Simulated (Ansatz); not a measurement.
Consider HfN in the rock salt structure (space group Fm-3m, No. 225; a = 4.548 Å; relaxed with 0.1 eV smearing).

All numbers come from PBE (Ansatz, a first-principles code), spin-orbit coupling left out.

For the base:

| Property | Result |
|---|---|
| Pressure | 0.0 GPa |

It is then changed as follows: an isotropic linear strain of +1.50 %, atoms relaxed at fixed cell.

Task: How does this affect the pressure?

Result: The pressure goes from zero to -10.7 GPa.

Task: Predict the new energy relative to the base.

Result: The energy rises by 19 meV/atom.

No phonon test of stability was made. The final runs are not spin-polarised. An odd electron count without spin: HfN.
